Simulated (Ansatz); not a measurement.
A user runs Ansatz (a quantum-chemistry and plane-wave program) on Cr2HgTe4 (I-4, 7 atoms in the cell) and asks whether the run is sound. The aim is a self-consistent single point with DFT, PBE, plane waves, default PAW files.

Cell that was meant: a = 7.5218 Å, b = 7.5218 Å, c = 7.5218 Å, α = 129.24°, β = 129.24°, γ = 74.62°.

Part of the input:

```yaml
crystal:
  lattice:
    - [-1.705908, 1.705908, 3.165920]
    - [1.705908, -1.705908, 3.165920]
    - [1.705908, 1.705908, -3.165920]
  atoms:
    - { symbol: Cr, position: [0.500000, 0.500000, 0.000000], spin: 3.0 }
    - { symbol: Cr, position: [0.250000, 0.750000, 0.500000], spin: 3.0 }
```

Output, abridged:

```
WARN basis.ecutwfc = 420 eV, the default
WARN ansatz: RAYON_NUM_THREADS=1 ignored (pool sized by the plan → 1); use --threads N
   [... lines left out ...]
Symmetry: 4 space group operations
Space group: I-4 (ITA 82), of the structure as read, at distance tolerance 3.3e-5 Å
Magnetic group: BNS 82.39 (UNI 699), of the structure as read, at distance tolerance 3.3e-5 Å
k-points: 6 of 27 (time reversal used)
Initial density: superposition of atomic densities (chi_scale 0.1, normalization cell)
Starting moments: Σ|m| = 6 μB on 2 of 7 sites
Initial wavefunctions: pseudopotential atomic-orbital guess
Eigensolver: davidson
Functional: x = pbe(κ = 0.804, μ = 0.2195149727645171), c = pbe(β = 0.06672455060314922)
SCF iter   1: F=—  HF=-47863.838845 eV  |F-HF|=—  |Δ(HF+E_count)|=         —  Δρ=4.03e-1 (↑1.40e-1 ↓4.03e-1)  dr2=6.64e1  dr2_m=1.08e1  M=0.284 μB ∫|m|=0.383 μB  β_m=0.30  ethr=3.10e-3  ⟨swp⟩=15.0  Hψ=5510  notcnv=0  defer=15
Mixer restart at iter 1: flushing history
all-band conjugate gradients solve this SCF's bands
preconditioner: auto → Kerker (q_TF=auto, 3.284 Å⁻¹)
   [... lines left out ...]
SCF iter  12: F=—  HF=-48000.105392 eV  |F-HF|=—  |Δ(HF+E_count)|=   3.13e-7  S|Δr|=    0.00e0  Δρ=6.08e-5 (↑6.07e-5 ↓6.08e-5)  dr2=4.57e-6  dr2_m=4.24e-12  M=-0.000 μB ∫|m|=0.000 μB  β_m=0.75  ethr=2.15e-9  ⟨swp⟩=3.2  Hψ=1560  notcnv=0  defer=90
SCF iter  13: F=-48000.105391 eV  HF=-48000.105391 eV  |F-HF|=3.68e-8  |Δ(HF+E_count)|=   1.52e-6  S|Δr|=    0.00e0  Δρ=7.15e-6 (↑7.15e-6 ↓7.14e-6)  dr2=5.22e-8  dr2_m=3.10e-13  M=-0.000 μB ∫|m|=0.000 μB  ethr=8.93e-11  ⟨swp⟩=37.5  Hψ=9800  notcnv=0
SCF 1 converged in 13 iterations: F = -48000.105391 eV  dr2 = 5.22e-8
WARN: the starting moments were not kept: the SCF closed with an absolute magnetisation of 3.6e-7 μB, where they sum to 6 μB in size (2 sites) …
   [... lines left out ...]
Absolute magnetization: 0.0000 μB (∫|ρ↑−ρ↓|, with the PAW one-centre terms)
Free energy (F): -48000.105391 eV
Fermi energy:    67.410821 eV
   [... lines left out ...]
  atom   7  Te  -112.37079076    -2.53654406  -105.21691391
--- Stress (GPa, compression-positive) ---
     4303.981220       0.000025       0.000000
       -0.000025    4303.981220       0.000000
        0.000000       0.000000    3967.918474
  P = ⅓ Tr σ = 4191.9603 GPa (41919.603 kbar)
  The stress holds the Pulay correction. Without it, at fixed plane waves, as pw.x and ABINIT print it: P = 4178.3191 GPa
```

Is this run sound? If not, what is wrong?

The run is not sound. The fault is this: lattice multiplied by the bohr radius once too often. Bohr and ångström differ by a factor of 1.89; the cell that the program reads is then far too large or far too small. To fix it, give the lengths in the unit that the key or card expects. The run converged in 13 iterations without an error; against the sound input the free energy rises by 69.7 eV/atom, the pressure goes from -1.89 to 4192 GPa, the largest force goes from 0.930 to 154.0 eV/Å and the size of the net moment goes from 0.86 to 0.00 μB/atom.

An input that runs soundly differs in these lines (not the only fix; some lines may just follow from the change or write a value another way):
```diff
-    - [-1.705908, 1.705908, 3.165920]
-    - [1.705908, -1.705908, 3.165920]
-    - [1.705908, 1.705908, -3.165920]
+    - [-3.223699, 3.223699, 5.982721]
+    - [3.223699, -3.223699, 5.982721]
+    - [3.223699, 3.223699, -5.982721]
```

With that input, the run converged in 26 iterations: free energy E − TS (on the zero of these files) -48488.0250 eV; Fermi level (on the code's own zero) 6.40 eV; pressure -1.89 GPa; largest force (vector length) 0.930 eV/Å; size of the cell's spin moment 5.99 μB (DFT, PBE, plane waves, default PAW files).

On the sound input: the starting cell was generated: these elements placed on a structure prototype, without a prior relaxation; it need not be a known phase or ordering of this composition. The magnetic order is the one reached from the typed start; others were not searched systematically. Ansatz's pressure includes its estimate of the finite-basis (Pulay) stress.

Keys are those of Ansatz 0.2.
